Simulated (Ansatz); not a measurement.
Start from CeO₂ in the CdI2 type structure (space group P-3m1, No. 164; a = 3.601 Å, c = 4.525 Å; a hypothetical phase, not in the database extracts checked).

(Cell as relaxed with PBE-D3(BJ).)

Levels (all Ansatz, a first-principles code, PAW): PBE-D3(BJ) (420 eV, no spin-orbit coupling); r2SCAN+rVV10 (500 eV, scalar-relativistic without spin-orbit coupling).

Each level relaxes its own structure.

```
base                 PBE-D3(BJ)  r2SCAN+rVV10
-------------------  ----------  ------------
volume per atom        16.94 Å³      16.44 Å³
lattice parameter a     3.601 Å       3.594 Å
band gap                2.25 eV       2.52 eV
```

Modification: cell and atoms relaxed at a pressure of 0.7 GPa.

| quantity | PBE-D3(BJ) | r2SCAN+rVV10 |
|---|---|---|
| shortest interatomic distance | 2.265 Å | 2.261 Å |
| c/a ratio | 1.225 | 1.199 |
| band gap | 2.22 eV | 2.48 eV |

PBE-D3(BJ)'s shortest interatomic distance lies 0.0049 Å above r2SCAN+rVV10's (0.2 %); PBE-D3(BJ)'s c/a ratio lies 0.026 above r2SCAN+rVV10's; PBE-D3(BJ)'s band gap lies 0.266 eV below r2SCAN+rVV10's. Neither level is exact; r2SCAN+rVV10 is the comparison here, not a measurement.

Load acts through the strain it causes; cell and atoms are relaxed under it. Whether these cells are dynamically stable was not tested. Starting moments died away, wholly or in part, for the base; another magnetic solution may exist. The final runs are not spin-polarised.
